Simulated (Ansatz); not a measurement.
System: BP (model structure, started from the BeO type, P4₂/mnm, No. 136, 8 atoms in the cell). Method: PBEsol (PAW; Ansatz, a quantum-chemistry and plane-wave program).

Run with plane-wave cutoff 520 eV, 6×6×10 k mesh (along the axes of the cell as run), Fermi–Dirac smearing 0.01 eV, scalar-relativistic PAW data made under PBE.

Cell (relaxed at this level):

```
CELL_PARAMETERS angstrom
      5.53223     0.00000     0.00000
      0.00000     5.53223     0.00000
      0.00000     0.00000     3.18735
ATOMIC_POSITIONS crystal
  B  0.32158 0.67842 0.00000
  B  0.67842 0.32158 0.00000
  B  0.82158 0.82158 0.50000
  B  0.17842 0.17842 0.50000
  P  0.31930 0.31930 0.00000
  P  0.68070 0.68070 0.00000
  P  0.18070 0.81930 0.50000
  P  0.81930 0.18070 0.50000
```

### Question
Estimate the band gap and bulk modulus that the calculation returns.

### Answer

* **band gap**: 0.26 eV (on the SCF k mesh)
* **bulk modulus**: 155 GPa

Note: the bulk modulus is −V dP/dV from two relaxed cells at ±2 % in volume; the relaxation could raise the start's symmetry but not lower it, so the cell can be a saddle point.

Computed values are for the static lattice.

A model structure was made by putting elements into a prototype or built by hand; it is no filed structure, need not be a known phase, and can be a saddle point held by its symmetry.
